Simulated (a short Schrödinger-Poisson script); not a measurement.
System: gated Al0.33Ga0.67N/GaN polarisation-induced gas, at 300 K.

```
layer       material  thickness (nm)  Na (cm⁻³)
-----  -------------  --------------  ---------
1      Al0.33Ga0.67N              15          -
2                GaN            6000       1e14
```

The device is made up for the run: typed textbook-type constants, with dimensions and the other settings drawn at random. Al0.33Ga0.67N: permittivity 9.3, conduction-band edge (eV) 0.462, gap (eV) 4.09, electron mass (mₑ) 0.24, Nv at 300 K (cm⁻³) 4.6e19. GaN: permittivity 9.5, conduction-band edge (eV) 0, gap (eV) 3.43, Nv at 300 K (cm⁻³) 4.6e19.

Channel valleys (confinement mass, in-plane density-of-states mass, number): Γ 0.2, 0.2, 1. At the gate the conduction-band edge of layer 1 lies 1.27 eV − eVg above the Fermi level of the channel; the field vanishes at the back. Sheet of polarisation charge: +1.6e13 e/cm² at 15 nm from the gate. The barrier under the gate holds no holes. Gaps are held at their typed values at every temperature. Mesh 0.08 nm at interfaces.

Solved with a short Schrödinger-Poisson script written for these runs: 1D Poisson equation in equilibrium, electrons quantum, Hartree (BenDaniel-Duke, 40 states a valley, the channel's in-plane mass for all, wave functions free to enter the barrier), parabolic valleys, classical holes, full ionisation, no traps, pinning or gate leakage.

The same stack at other levels of the model or other numerical settings:

| run | sheet density of all electrons at Vg = 0.5 V (cm⁻²) | sheet density of all electrons at Vg = -2.5 V (cm⁻²) | capacitance at Vg = 0.5 V (μF/cm²) | centroid of the channel electrons at Vg = 0.5 V (nm) | rough cost against the base |
|---|---|---|---|---|---|
| base | 1.35e13 | 3.96e12 | 0.522 | 2.23 | about 1 |
| electrons treated as classical, Boltzmann | … | 4.29e12 | … | 0.97 | 0.03 |
| electrons treated as classical, Fermi-Dirac | 1.35e13 | 4.09e12 | 0.509 | 1.97 | 0.1 |
| electrons treated as quantum, Hartree plus LDA exchange-correlation | 1.36e13 | 4.06e12 | 0.524 | 2.02 | 2 |
| mesh six times as coarse | 1.35e13 | 3.95e12 | 0.523 | 2.15 | 0.3 |
| one subband a valley | 1.34e13 | 3.93e12 | 0.518 | … | about 1 |

Complete the blanks.


- electrons treated as classical, Boltzmann, capacitance at Vg = 0.5 V (μF/cm²): 0.541
- electrons treated as classical, Boltzmann, sheet density of all electrons at Vg = 0.5 V (cm⁻²): 1.43e13
- one subband a valley, centroid of the channel electrons at Vg = 0.5 V (nm): 1.77

The classical rows ignore confinement, and Boltzmann statistics overrate the density once the band edge passes the Fermi level.
